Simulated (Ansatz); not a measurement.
# Au under a change: tensor shear ε_xy = +2.00 %

The parent structure is Au in the fcc (Cu type) structure (space group Fm-3m, No. 225; a = 4.0477 Å; relaxed with 0.1 eV smearing). Axes: x, y, z lie along the cube axes.

Perturbation: tensor shear ε_xy = +2.00 % (engineering shear γ = 0.0400), atoms relaxed at fixed cell.

Computed with LDA in Ansatz (plane waves to 420 eV, PAW, scalar-relativistic without spin-orbit coupling). Γ-centred 28×28×28 mesh, Fermi–Dirac width 0.1 eV.

```tsv
quantity	base	changed	shift
volume per atom	16.58 Å³	16.57 Å³	-0.01 Å³
space group	Fm-3m (No. 225)	Immm (No. 71)	–
shortest interatomic distance	2.862 Å	2.805 Å	-0.057 Å
energy relative to the base (free energy F)	0 meV/atom	+3.1 meV/atom	+3.1 meV/atom
pressure (mean of the normal stresses, compression positive)	0.0 GPa	0.3 GPa	+0.3 GPa
band gap	zero	zero	–
stress (xx, yy, zz, yz, xz, xy; compression positive)	–	(0.5, 0.5, 0.0, 0.0, 0.0, -1.4) GPa	–
```

Final structure:

```xyz
1
Lattice="0.0405 2.0238 2.0238 2.0238 0.0405 2.0238 2.0643 2.0643 0.0000" Properties=species:S:1:pos:R:3 pbc="T T T"
Au     0.0000     0.0000     0.0000
```

The cells carry an imposed strain or load. Stability against distortions was not tested.

Ansatz is an electronic-structure program.
